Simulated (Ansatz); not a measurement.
Surface energy of faces of alpha tin in PBE and in r2SCAN, in Ansatz (plane waves, PAW). Symmetric slabs relaxed with PBE from ideal cuts in 1x1 cells (the lowest computed cut and spin start of each face; real faces may reconstruct in larger cells); r2SCAN values are single points on them, with the bulk at the same level. No spin-orbit coupling, no U.

| face | PBE (J/m²) | r2SCAN (J/m²) |
|---|---|---|
| (100) | 0.89 | 1.05 |
| (110) | 0.76 | ? |
| (111) | 0.64 | 0.78 |
| (210) | 0.58 | 0.74 |
| (211) | 0.65 | 0.80 |
| (221) | 0.54 | 0.70 |
| (310) | 0.55 | 0.72 |
| (311) | 0.58 | 0.76 |
| (331) | 0.58 | 0.72 |

Problem. Fit a straight line y = a·x + b by least squares to the 8 complete rows (x: PBE (J/m²); y: r2SCAN (J/m²)).

Solution. the means are x̄ = 0.6262 and ȳ = 0.7837; Σ(x − x̄)² = 0.089988 and Σ(x − x̄)(y − ȳ) = 0.088713, so a = 0.986 and b = ȳ − a·x̄ = 0.166. The largest residual is 0.022.

Problem. What does the line predict for the withheld row, (110), and what did the calculation give?

Solution. the line gives 0.92; the calculation gave 0.92, a miss of 0.00, of the size of the fitted rows' scatter and rounding.

Ansatz is a program for electronic structure.
